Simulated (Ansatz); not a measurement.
ZnS under load (space group F-43m), r2SCAN with spin-orbit coupling, rigid bands run with Ansatz (a program for electronic structure). Condition of this run: hydrostatic pressure of -1 GPa (compression positive) (the target of the relaxation). Band gap 2.71 eV, N_c = 2.23e18 cm⁻³ and N_v = 5.25e19 cm⁻³ at 300 K, conductivity masses of 0.206 mₑ (electrons) and 0.862 mₑ (holes). Take k_BT = 0.02585 eV.

Problem. What thermal injection velocity √(2k_BT/πm) limits a ballistic channel?

Solution. 1.19e7 cm/s for electrons and 5.79e6 cm/s for holes, a ratio of √(m_h/m_e) = 2.05, for dilute carriers.

Problem. Find the intrinsic carrier density and the intrinsic Fermi level.

Solution. n_i = √(N_c N_v) exp(−E_g/2k_BT) = 1.08e19 × exp(−52.41) = 1.9e-4 cm⁻³. The level lies (k_BT/2) ln(N_v/N_c) = 41 meV from mid-gap (positive towards the conduction band). Each 0.1 eV added to the gap lowers n_i by a factor of 6.9.

Problem. A film of it is 5 nm thick. Estimate the confinement energies in an infinite well.

Solution. ħ²π²/(2m t²) = 0.376 eV·nm²/(m/mₑ × t²) gives 73.0 meV for electrons and 17.4 meV for holes, so the gap would widen to about 2.80 eV. Finite barriers and nonparabolic bands lower this, and with several valleys or bands the heaviest mass along the normal sets the lowest level, not this average.

Rigid bands with the computed gap; masses take one relaxation time for all states. Geometry: cell and atoms relaxed with PBEsol.
